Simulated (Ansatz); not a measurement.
The parent structure is Se (space group R-3, No. 148).

```
Se
1.0
    5.35209     3.09003     1.52551
   -5.35209     3.09003     1.52551
    0.00000    -6.18006     1.52551
Se
6
Direct
  0.90860   0.30189   0.16674
  0.09140   0.69811   0.83326
  0.30189   0.16674   0.90860
  0.69811   0.83326   0.09140
  0.16674   0.90860   0.30189
  0.83326   0.09140   0.69811
```

Computed with DFT with PBEsol, PAW potentials and a 420 eV plane-wave cutoff in Ansatz (a quantum-chemistry and plane-wave program), without spin-orbit coupling, earlier PAW set.

Before the change:

```
Quantity                Value
-------------------  --------
Lattice parameter a  10.704 Å
```

One thing is altered: full substitution Se → Br; the structure is relaxed again.

Task: Estimate the effect on the lattice parameter a.

Result: The lattice parameter a goes up by 1.429 Å to 12.133 Å.

Whether these cells are dynamically stable was not tested. As relaxed here, Br is a hypothetical phase, not in the database extracts checked. This is not the structure that Se has at room temperature and ambient pressure.
